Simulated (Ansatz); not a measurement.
**Response to strain in AlN**

The reference is AlN in the wurtzite structure (space group P6_3mc, No. 186).

```
CELL_PARAMETERS angstrom
      3.13023     0.00000     0.00000
     -1.56512     2.71086     0.00000
      0.00000     0.00000     5.01801
ATOMIC_POSITIONS crystal
  Al 0.33333 0.66667 0.00023
  Al 0.66667 0.33333 0.50023
  N  0.33333 0.66667 0.38177
  N  0.66667 0.33333 0.88177
```

Cartesian axes are those of the cell as printed.

Strains are applied to the cell and any free atomic positions relax; under biaxial strain the out-of-plane vector relaxes too.

The values are results of PBE/PAW in Ansatz (a program for electronic structure), spin-orbit coupling left out, not measurements.

| biaxial strain, plane normal [001], relaxed out of plane (%) | out-of-plane strain (%) |
|---|---|
| 0 | 0.00 |
| 0.6 | -0.33 |
| 1.2 | ? |
| 1.8 | -1.04 |
| 2.4 | -1.41 |
| 3 | -1.80 |

Q: Fit ε⊥ = −νε + γε² (strains in %) to the rows shown and predict the withheld row.

A: Least squares on the printed values gives ν = 0.54 (the biaxial Poisson response) and γ = -0.020 (largest residual 0.00 %); this predicts -0.68 %, and the run gives -0.68 %, in agreement.

No phonon test of stability was made.
